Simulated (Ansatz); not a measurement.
## A constructed model of the (111) surface of fcc Au, a pseudomorphic layer of Sn in the host's stacking (bottom of the slab: a bare face, its two planes held)

Calculation: PBE (plane waves to 420 eV, PAW; Ansatz, an electronic-structure program).

Set-up: 7 atoms, 14.3 Å thick at the start; mesh 15x15x1; 0.1 eV smearing; dipole correction on; 2 atoms held, the rest relaxed; start symmetry kept, larger cells not searched; no spin, no spin-orbit, no U. It is one candidate, not shown to be the stable structure of the face.

```yaml
work_function_of_the_top_face: 3.62 eV
energy_released_by_relaxation: 0.085 eV
cost: about 2.7 core-minutes (a rough figure)
```
